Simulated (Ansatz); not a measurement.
**A self-consistent single point of Sc2GeB2Ir5 (P4/mbm, 20 atoms in the cell) with Ansatz (an electronic-structure program)**

Level of theory: PBEsol, default PAW files made with PBE (plane waves; Ansatz).

The input file:

Ansatz 0.2 input:
```yaml
crystal:
  lattice:
    - [9.281170, 0.000000, 0.000000]
    - [0.000000, 9.281170, 0.000000]
    - [0.000000, 0.000000, 3.170400]
  atoms:
    - { symbol: Sc, position: [0.674910, 0.174910, 0.000000] }
    - { symbol: Sc, position: [0.325090, 0.825090, 0.000000] }
    - { symbol: Sc, position: [0.825090, 0.674910, 0.000000] }
    - { symbol: Sc, position: [0.174910, 0.325090, 0.000000] }
    - { symbol: Ge, position: [0.000000, 0.000000, 0.000000] }
    - { symbol: Ge, position: [0.500000, 0.500000, 0.000000] }
    - { symbol: B, position: [0.124650, 0.624650, 0.000000] }
    - { symbol: B, position: [0.875350, 0.375350, 0.000000] }
    - { symbol: B, position: [0.375350, 0.124650, 0.000000] }
    - { symbol: B, position: [0.624650, 0.875350, 0.000000] }
    - { symbol: Ir, position: [0.215340, 0.071900, 0.500000] }
    - { symbol: Ir, position: [0.784660, 0.928100, 0.500000] }
    - { symbol: Ir, position: [0.928100, 0.215340, 0.500000] }
    - { symbol: Ir, position: [0.071900, 0.784660, 0.500000] }
    - { symbol: Ir, position: [0.715340, 0.428100, 0.500000] }
    - { symbol: Ir, position: [0.284660, 0.571900, 0.500000] }
    - { symbol: Ir, position: [0.428100, 0.284660, 0.500000] }
    - { symbol: Ir, position: [0.571900, 0.715340, 0.500000] }
    - { symbol: Ir, position: [0.500000, 0.000000, 0.500000] }
    - { symbol: Ir, position: [0.000000, 0.500000, 0.500000] }
kpoints:
  mp_grid: { grid: [3, 3, 7] }
hamiltonian:
  xc: pbesol
  pseudopotentials: { kind: paw }
scf:
  occupations: { method: fermi_dirac, width: 0.05 }
output:
  forces: true
  eigenvalues: true
  stress: true
```

Output (repeated stretches shortened):

```
WARN basis.ecutwfc = 420 eV, the default
WARN ansatz: RAYON_NUM_THREADS=1 ignored (pool sized by the plan → 1); use --threads N
Pseudopotentials: kind: paw
Pseudopotential: Sc, paw, valence charge 11
Pseudopotential: Ge, paw, valence charge 14
Pseudopotential: B, paw, valence charge 3
Pseudopotential: Ir, paw, valence charge 17
Crystal: 20 atoms, lattice volume = 273.099 Å³
Basis set: ecut = 420 eV, 5359 PW (Γ), exchange–correlation on 128×128×48 points (8 copies of the dense FFT grid, shifted against one another)
Bands: 153, of which v1, the nominal top of the filled ones, is band 127 counted from 1 (126 counted from 0)
Symmetry: 16 space group operations
Space group: P4/mbm (ITA 127), of the structure as read, at distance tolerance 6.5e-5 Å
k-points: 12 of 63
PAW frozen core: Sc, regenerated for the run's functional, and the local potential with it
PAW frozen core: Ge, regenerated for the run's functional, and the local potential with it
PAW frozen core: B, regenerated for the run's functional, and the local potential with it
PAW frozen core: Ir, regenerated for the run's functional, and the local potential with it
Initial density: superposition of atomic densities (neutral atoms: chi_scale 0, normalization atom), corrected by the library's trained network
Initial wavefunctions: pseudopotential atomic-orbital guess
Eigensolver: davidson
Functional: x = pbesol(κ = 0.804, μ = 0.12345679012345678), c = pbesol(β = 0.046)
SCF iter   1: F=—  HF=-135569.473149 eV  |F-HF|=—  |Δ(HF+E_count)|=         —  Δρ=6.79e-3  dr2=2.03e-1  ethr=1.77e-3  ⟨swp⟩=5.0  Hψ=5752  notcnv=0  defer=25
all-band conjugate gradients solve this SCF's bands
preconditioner: auto → Kerker (q_TF=auto, 2.696 Å⁻¹)
SCF iter   2: F=—  HF=-135569.450039 eV  |F-HF|=—  |Δ(HF+E_count)|=   2.31e-2  Δρ=3.63e-3  dr2=6.89e-2  ethr=7.99e-5  ⟨swp⟩=1.2  Hψ=2115  notcnv=0  defer=69
SCF iter   3: F=—  HF=-135569.437666 eV  |F-HF|=—  |Δ(HF+E_count)|=   1.24e-2  Δρ=6.95e-4  dr2=2.63e-3  ethr=2.71e-5  ⟨swp⟩=2.0  Hψ=2402  notcnv=0  defer=69
SCF iter   4: F=—  HF=-135569.436966 eV  |F-HF|=—  |Δ(HF+E_count)|=   7.00e-4  Δρ=2.93e-4  dr2=4.13e-4  ethr=1.04e-6  ⟨swp⟩=2.0  Hψ=2527  notcnv=0  defer=69
SCF iter   5: F=—  HF=-135569.436817 eV  |F-HF|=—  |Δ(HF+E_count)|=   1.49e-4  Δρ=1.01e-4  dr2=5.68e-5  ethr=1.63e-7  ⟨swp⟩=2.0  Hψ=2529  notcnv=0  defer=69
SCF iter   6: F=—  HF=-135569.437442 eV  |F-HF|=—  |Δ(HF+E_count)|=   6.26e-4  Δρ=2.27e-5  dr2=2.46e-6  ethr=2.24e-8  ⟨swp⟩=2.0  Hψ=2611  notcnv=0  defer=119
SCF iter   7: F=—  HF=-135569.437442 eV  |F-HF|=—  |Δ(HF+E_count)|=   3.63e-7  Δρ=5.02e-6  dr2=1.56e-7  ethr=9.67e-10  ⟨swp⟩=2.0  Hψ=2238  notcnv=0  defer=119
SCF iter   8: F=-135569.437442 eV  HF=-135569.437442 eV  |F-HF|=1.04e-8  |Δ(HF+E_count)|=   2.17e-8  Δρ=1.41e-6  dr2=1.31e-8  ethr=3.94e-11  ⟨swp⟩=8.2  Hψ=6045  notcnv=0
SCF 1 converged in 8 iterations: F = -135569.437442 eV  dr2 = 1.31e-8
SCF converged after 8 iterations
Free energy (F): -135569.437442 eV
Harris-Foulkes:  -135569.437442 eV  (|F-HF|=1.04e-8)
Internal energy: -135569.392239 eV  (E = F + TS)
E sigma→0 (E₀):  -135569.414840 eV
Entropy (-TS):   -0.045203 eV (-2.260 meV/atom)
Fermi energy:    19.431601 eV
--- Per-component energies (eV) ---
  E_band       = -1961.702433
  E_kinetic    = 7704.949624
  E_local      = -20070.798868  (includes V_loc(G=0)·N_el)
  E_nonlocal   = 1975.796725
  E_hartree    = 7843.616593
  E_xc         = -3365.690875
  E_vxc        = -3805.931772  (∫ρ·V_xc dr)
  E_paw        = -98879.132152  (= ΣΔE_a)
  E_vpaw       = -3452.955567  (= ΣTr[D̂ρ^β])
  E_aug_tail   = 0.001216  (compensation charges beyond the density's cutoff)
  E_ewald      = -30783.198165
  E_core_change = 5.063664  (= ΣΔE_core)
  E_smearing   = -0.045203  (= −TS)
  E_closure    = 0.000000  (closes the sum)
  Σ components = -135569.437442   (vs F -135569.437442, Δ=0.00e0)
--- Forces (eV/Å), atoms counted from 1 ---
  atom   1  Sc    -0.02030841    -0.02030841     0.00000000
  atom   2  Sc     0.02030841     0.02030841     0.00000000
  atom   3  Sc     0.02030841    -0.02030841     0.00000000
  atom   4  Sc    -0.02030841     0.02030841     0.00000000
  atom   5  Ge    -0.00000000     0.00000000     0.00000000
  atom   6  Ge     0.00000000    -0.00000000     0.00000000
  atom   7  B     -0.08683228    -0.08683228     0.00000000
  atom   8  B      0.08683228     0.08683228     0.00000000
  atom   9  B      0.08683228    -0.08683228     0.00000000
  atom  10  B     -0.08683228     0.08683228     0.00000000
  atom  11  Ir     0.12243657    -0.03583801     0.00000000
  atom  12  Ir    -0.12243657     0.03583801     0.00000000
  atom  13  Ir     0.03583801     0.12243657     0.00000000
  atom  14  Ir    -0.03583801    -0.12243657     0.00000000
  atom  15  Ir     0.12243657     0.03583801     0.00000000
  atom  16  Ir    -0.12243657    -0.03583801     0.00000000
  atom  17  Ir     0.03583801    -0.12243657     0.00000000
  atom  18  Ir    -0.03583801     0.12243657     0.00000000
  atom  19  Ir     0.00000000    -0.00000000     0.00000000
  atom  20  Ir     0.00000000     0.00000000     0.00000000
  max |Σ_I F_I| component: 3.47e-17 eV/Å
--- Stress (GPa, compression-positive) ---
       -7.721979       0.000000       0.000000
        0.000000      -7.721979       0.000000
        0.000000       0.000000      -7.751994
  P = ⅓ Tr σ = -7.7320 GPa (-77.320 kbar)
  The stress holds the Pulay correction. Without it, at fixed plane waves, as pw.x and ABINIT print it: P = -7.8056 GPa
--- Band table (eV; the first three rows and the last of 12) ---
  k-point 0: bands = ["-73.1347", "-73.1347", "-72.9617", "-72.9594", "-72.9594", "-72.9559", "-72.9546", "-72.9517", "-72.9517", "-72.9488", "-30.3046", "-30.3046", "-30.1042", "-30.0387", "-30.0387", "-30.0209", "-29.9808", "-29.9808", "-29.9799", [...]
  k-point 1: bands = ["-73.1343", "-73.1342", "-72.9612", "-72.9590", "-72.9590", "-72.9555", "-72.9542", "-72.9513", "-72.9513", "-72.9484", "-30.3029", "-30.3029", "-30.1022", "-30.0298", "-30.0298", "-30.0190", "-30.0029", "-30.0016", "-29.9780", [...]
  k-point 2: bands = ["-73.1333", "-73.1332", "-72.9602", "-72.9580", "-72.9580", "-72.9545", "-72.9532", "-72.9503", "-72.9503", "-72.9474", "-30.2990", "-30.2990", "-30.0977", "-30.0504", "-30.0454", "-30.0129", "-30.0116", "-30.0116", "-29.9706", [...]
  k-point 11: bands = ["-73.1325", "-73.1325", "-72.9588", "-72.9580", "-72.9568", "-72.9557", "-72.9506", "-72.9495", "-72.9488", "-72.9477", "-30.2970", "-30.2967", "-30.0828", "-30.0804", "-30.0657", "-30.0447", "-30.0067", "-30.0062", [...]
```

The run converged in 8 iterations.

The starting cell comes from a database of computed structures (which also holds hypothetical and non-ambient phases and stackings), without a prior relaxation at this level. Spin-orbit coupling is off. Spin polarisation is off. With a pressure of about -8 GPa the cell is away from its equilibrium volume at this level. Ansatz's pressure includes its estimate of the finite-basis (Pulay) stress.
